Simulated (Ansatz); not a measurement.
The starting structures come from a database of crystals and need not be the phases stable at ambient conditions.

 Where the default PAW files enter, the runs use the earlier of Ansatz's two default sets.

Evanescent states of MgO (P6_3mc, wurtzite, not sure to be the ambient phase, 4 atoms a cell, 11.8 Å³ an atom) along the normal of (001)

Calculation: r2SCAN (plane waves, PAW; Ansatz, a first-principles code).

The gap is the functional's own. No spin-orbit coupling. Mid-gap values are interpolated on the energy grid.

Energies count from the valence-band top; κ is the least over a 12×12 mesh across the current.

```tsv
E (eV)	κ (1/Å)	where
0.10	0.102	Γ
0.30	0.171	Γ
0.50	0.213	Γ
0.70	0.244	Γ
0.90	0.267	Γ
1.10	(withheld)	Γ
1.30	(withheld)	Γ
1.50	(withheld)	Γ
1.70	(withheld)	Γ
1.90	(withheld)	Γ
2.10	(withheld)	Γ
2.30	(withheld)	Γ
2.50	(withheld)	Γ
2.70	(withheld)	Γ
2.90	(withheld)	Γ
3.10	(withheld)	Γ
3.30	0.253	Γ
3.50	0.227	Γ
3.70	0.194	Γ
3.90	0.149	Γ
4.10	0.068	Γ
```

Question: Complete the blanks.

Answer: 
- 1.10, κ (1/Å): 0.284
- 1.30, κ (1/Å): 0.297
- 1.50, κ (1/Å): 0.307
- 1.70, κ (1/Å): 0.313
- 1.90, κ (1/Å): 0.316
- 2.10, κ (1/Å): 0.316
- 2.30, κ (1/Å): 0.314
- 2.50, κ (1/Å): 0.308
- 2.70, κ (1/Å): 0.300
- 2.90, κ (1/Å): 0.288
- 3.10, κ (1/Å): 0.272
